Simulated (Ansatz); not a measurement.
Ga_In (zinc-blende InP host)

The numbers are results of PBE, PAW (plane waves to 420 eV; Ansatz, an electronic-structure program), not measurements. Cell and caveats: 64-site cell; 2×2×2 shifted k-points; start: the In site; no spin–orbit coupling; energies good to tenths of an eV.

Neighbours after relaxation, in Å: of the Ga atom: P 2.44, P 2.44, P 2.44, P 2.44.

Formation energies E_f are those of the neutral cell. Chemical conditions: In-rich (Δμ(In) = 0.00 eV, Δμ(Ga) = -0.38 eV, bounded by zinc-blende GaP; only phases computed here count, gases as isolated molecules at 0 K); P-rich (Δμ(In) = -0.49 eV, Δμ(Ga) = -0.86 eV, bounded by zinc-blende GaP; only phases computed here count, gases as isolated molecules at 0 K). Reference phases: Ga: alpha gallium, In: tetragonal indium.

```csv
charge,moment (μB),largest move off a lattice site (Å),"E_f, In-rich (eV)","E_f, P-rich (eV)"
0,not spin-polarised,0.14,0.16,0.16
```
